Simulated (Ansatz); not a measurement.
Start from C (space group Cmcm, No. 63; a = 2.5019 Å, b = 7.0220 Å, c = 8.3228 Å; a hypothetical phase, not in the database extracts checked). Axes: x, y, z lie along a, b, c of the conventional cell.

Computed with PBEsol, PAW, 420 eV (Ansatz, a first-principles code; no SOC).

Before the change:

```
Property               Value
-------------------  -------
Smallest direct gap  3.51 eV
```

It is then changed as follows: biaxial strain −0.15 %, plane normal [001], relaxed out of plane (Cartesian); in-plane vectors clamped, the third vector and the atoms free.

**Question.** Predict the new smallest direct gap and out-of-plane strain.

**Answer.** The smallest direct gap increases by 0.01 eV (3.51 eV → 3.52 eV); the out-of-plane strain amounts to +0.02 %.

Stability against distortions was not tested.
